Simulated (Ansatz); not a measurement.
Base system: BeS in the zinc blende structure (space group F-43m, No. 216; a = 4.7964 Å). Axes: x, y, z lie along the cube axes.

Level of theory: LDA in Ansatz (plane waves to 420 eV, PAW, no spin-orbit coupling).

Strains are applied to the cell and any free atomic positions relax; under biaxial strain the out-of-plane vector relaxes too.

One change was made to it. Results:

| quantity | base | after |
|---|---|---|
| energy relative to the base (free energy F) | 0 meV/atom | +3.4 meV/atom |
| smallest direct gap | 5.49 eV | 5.23 eV |
| pressure (mean of the normal stresses, compression positive) | 0.00 GPa | 2.13 GPa |

Question: What was done to the base?
A) biaxial strain −1.67 %, plane normal [111], relaxed out of plane
B) biaxial strain +2.08 %, plane normal [111], relaxed out of plane
C) biaxial strain −0.83 %, plane normal [111], relaxed out of plane
D) biaxial strain −1.25 %, plane normal [111], relaxed out of plane

Answer: D, biaxial strain −1.25 %, plane normal [111], relaxed out of plane. For comparison, the energy relative to the base in the other runs: biaxial strain −1.67 %, plane normal [111], relaxed out of plane gives +6.1 meV/atom; biaxial strain +2.08 %, plane normal [111], relaxed out of plane gives +8.7 meV/atom; biaxial strain −0.83 %, plane normal [111], relaxed out of plane gives +1.5 meV/atom.

Stability against distortions was not tested.

Ansatz is a quantum-chemistry and plane-wave program.
